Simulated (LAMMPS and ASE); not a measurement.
Interatomic potentials scored against PBE on 6 thermal frames of Li9Si7 melt or glass, 64 atoms, from CHGNet MD at 810 K and 0 GPa (started from the melt; by its diffusion the run was liquid).

Reference: DFT, PBE, plane waves, Ansatz's default PAW set, run with Ansatz at one k-point, whose own sampling error enters the misses (most for metals); rms force 0.60 eV/Å, static pressure 0.2 GPa, which carries the basis error of a finite cutoff. Potentials ran in LAMMPS and ASE. The frames were drawn by MD with CHGNet 0.3.0, so they lie where that potential goes, which can favour it. The MPtrj networks were trained on PBE and PBE+U, and their training set holds relaxations of crystals, many of these compositions among them. Potentials trained on another functional, or fitted to measurement, also carry the gap between that and the reference.

- SevenNet-l3i5: SevenNet-l3i5, trained on MPtrj
- CHGNet r2SCAN: CHGNet transfer-learned on r2SCAN data
- CHGNet 0.3.0: CHGNet 0.3.0, trained on MPtrj (PBE and PBE+U)
- SevenNet-0: SevenNet-0, trained on MPtrj

```tsv
potential	force RMSE (eV/Å)	RMSE over rms force	force correlation	relative energy RMSE (meV/atom)	static pressure miss (GPa)
SevenNet-l3i5	0.14	0.23	0.97	5.3	-0.3
SevenNet-0	0.16	0.26	0.97	5.2	-0.2
CHGNet 0.3.0	0.23	0.39	0.93	10	-0.8
CHGNet r2SCAN	0.34	0.56	0.87	13	-1.4
```
